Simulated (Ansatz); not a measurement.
**How far to go with the k-point mesh at a smearing width of 0.05 eV: Sr (P-3m1, 2 atoms in the cell)**

```yaml
crystal:
  lattice:
    - [4.28830, 0.00000, 0.00000]
    - [-2.14415, 3.71377, 0.00000]
    - [0.00000, 0.00000, 7.02343]
  atoms:
    - { symbol: Sr, position: [0.33333, 0.66667, 0.25712] }
    - { symbol: Sr, position: [0.66667, 0.33333, 0.75000] }
```

Method of the run: LDA (PW92), default PAW files made with PBE (plane waves; Ansatz, a first-principles code).

Base settings: basis.ecutwfc = 420 eV; kpoints.mp_grid.grid = 9 9 5; hamiltonian.xc = lda; hamiltonian.pseudopotentials = {kind: paw} (the program's default PAW files); scf.occupations.method = gaussian; scf.occupations.width = 0.1 eV.

In this ladder: scf.occupations.width = 0.05 eV.

The second cell is the first with its lattice scaled by 0.98.

Only quantities that move along the ladder and can be compared are tabulated.

The count of work is k-points × plane waves × bands × iterations; it is no time. 

The starting cell comes from a database of computed structures (which also holds hypothetical and non-ambient phases and stackings), without a prior relaxation at this level. Its lattice was rescaled by up to half a per cent. One atom was moved a little off its site on purpose. Ansatz's pressure includes its estimate of the finite-basis (Pulay) stress.

```tsv
kpoints.mp_grid.grid	free energy less the last step's (meV/atom)	energy of the compressed cell less the first (meV/atom)	pressure (GPa)	largest difference of a force vector from the last step's (eV/Å)	count of work / last
3 3 2	133.85	-25.41	-1.50	0.026	0.015
4 4 2	-2.78	-23.80	-1.37	0.013	0.017
5 5 3	0.17	-24.93	-1.44	0.009	0.025
6 6 3	22.35	-23.50	-1.39	0.012	0.036
7 7 4	3.58	-24.44	-1.43	0.001	0.059
8 8 5	-0.46	-24.06	-1.43	0.003	0.085
10 10 5	2.15	-24.04	-1.43	0.001	0.12
12 12 6	0.46	-23.70	-1.42	0.001	0.21
14 14 8	0.21	-24.02	-1.43	0.002	0.36
17 17 9	0.19	-23.99	-1.43	0.001	0.55
21 21 11	0.00	-24.01	-1.43	0.000	1.0
```

Coarsest kpoints.mp_grid.grid that holds the forces within 0.02 eV/Å of the last step, with all finer ones: 4 4 2, at 0.017 of the last step's count of work; the step before is off by 0.026 eV/Å.

Coarsest kpoints.mp_grid.grid that holds the free energy within 2 meV/atom of the last step, with all finer ones: 12 12 6, at 0.21 of the last step's count of work; the step before is off by 2.1 meV/atom.

Coarsest kpoints.mp_grid.grid that holds the energy of the compressed cell less the first within 1 meV/atom of the last step, with all finer ones: 4 4 2, at 0.017 of the last step's count of work; the step before is off by 1.4 meV/atom.

The energy difference between the two cells stays within 1 meV/atom of the last step's from 4 4 2 on, the total only from 12 12 6 on: much of the error is common to both cells and cancels.

Keys are those of Ansatz 0.2.
